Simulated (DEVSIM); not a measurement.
Device: p-channel Si planar bulk MOSFET with HfO2, at 400 K.

- Gate length = 25 nm
- Source drain length = 20 nm
- Dielectric thickness = 3.9 nm
- Lateral straggle = 2 nm
- Underlap = 0 nm
- Junction depth = 9.8 nm
- Substrate depth = 85 nm
- Gate work function = 5.14 eV
- Source and drain doping = 1.9e20 cm⁻³, Gaussian tails under the gate
- Body doping = 4.6e18 cm⁻³
- Lifetime = 3e-7 s
- Supply = 0.6 V

All mobilities are scaled by 0.2; velocity saturation, μ/(1 + (μE/vsat)^b)^(1/b) with b = 2 for electrons and 1 for holes and E the electric field along each mesh edge, is on. Mobility is μmin + (μ − μmin)/(1 + (N/Nref)^α).

The device is made up for the run: typed textbook-type constants, with dimensions and the other settings drawn at random. Values at 300 K; Nc and Nv go as T^1.5, mobilities as T to minus their exponent, the gap by Varshni's rule with the affinity fixed.

Si: gap (eV) 1.124, affinity (eV) 4.05, permittivity 11.7, Nc (cm⁻³) 2.86e19, Nv (cm⁻³) 3.1e19, μn (cm²/Vs) 1417, μp (cm²/Vs) 470, μn,min 52, μp,min 45, Nref,n 9.7e16, Nref,p 2.2e17, αn 0.68, αp 0.72, T exponent of μn 2.3, T exponent of μp 2.2, vsat,n (cm/s) 1e7, vsat,p (cm/s) 8.4e6, Varshni α (eV/K) 0.000473, Varshni β (K) 636. HfO2: gap (eV) 5.7, affinity (eV) 2.5, permittivity 22.

Simulated with DEVSIM: 2D drift-diffusion, Boltzmann statistics, complete ionisation; no quantum confinement, tunnelling, impact ionisation, self-heating, contact resistance or fringe fields beside the gate. Metal contacts follow the ideal Schottky-Mott rule: no Fermi-level pinning, no interface dipoles.

Transfer curves, |Id| in μA/μm:

```
Vg (V)  Vd = -0.05 V  Vd = -0.6 V
------  ------------  -----------
0.18        0.009299      0.04306
0.15         0.01723      0.07914
0.12         0.03183       0.1450
0.09         0.05857       0.2644
0.06          0.1071       0.4784
0.03          0.1943       0.8554
0             0.3477        1.504
-0.03         0.6109        2.583
-0.06          1.046        4.304
-0.09          1.731        6.896
-0.12          2.743        10.58
-0.15          4.137        15.55
-0.18          5.913        21.95
-0.21          8.031        29.75
-0.24          10.42        38.96
-0.27          12.99        49.56
-0.3           15.67        61.40
-0.33          18.41        74.44
-0.36          21.15        88.58
-0.39          23.87        103.8
-0.42          26.55        119.9
-0.45          29.18        136.8
-0.48          31.76        154.5
-0.51          34.27        173.0
-0.54          36.71        192.1
-0.57          39.10        211.7
-0.6           41.42        231.7
```

**Question.** Work out the subthreshold swing at low drain bias from the rows at 0.18 and 0.15 V, and compare it with the thermal limit.

**Answer.** log10(0.01723/0.009299) = 0.268 over 30.0 mV, so S = 112 mV/decade. The limit kT/q ln 10 is 79.4 mV/decade; the ratio is 1.41. This is the steepest step of the table.

**Question.** Find both thresholds at the constant current 0.1 μA × (1 μm/L) a micrometre, and the DIBL.

**Answer.** The current is 4.00 μA/μm. Interpolating ln Id gives -0.148 V and -0.056 V; their difference over the 0.55 V of drain bias is 170 mV/V.

Source and drain are degenerate, where Boltzmann statistics are only rough. The electric field that drives the saturation includes the junctions' built-in field, which lowers the mobility there even at small currents: subthreshold currents come out too low, a known weakness of this choice.
